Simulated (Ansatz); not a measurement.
Data:

```
LiCl
1.0
    0.00000     2.53210     2.51944
    2.53210     0.00000     2.51944
    2.53210     2.53210     0.00000
Li Cl
1 1
Cartesian
  0.00000   0.00000   0.00000
  2.53210   2.53210   2.51944
```

No spin polarisation.

The values are results of PBEsol (Ansatz, a first-principles code), no spin-orbit coupling, not measurements. Settings: 11×11×11 k-points, 0.05 eV Fermi–Dirac smearing.

### Question
What is the computed pressure (mean of the normal stresses, compression positive)?

### Answer
0.18 GPa.

### Question
What is the computed band gap?

### Answer
6.37 eV.

### Question
What is the computed gap character?

### Answer
Direct at Γ.

The cells carry an imposed strain or load. Whether these cells are dynamically stable was not tested. The cell was made from LiCl in the rock salt structure (space group Fm-3m, No. 225) by this change: uniaxial strain ε_zz = −0.50 %.
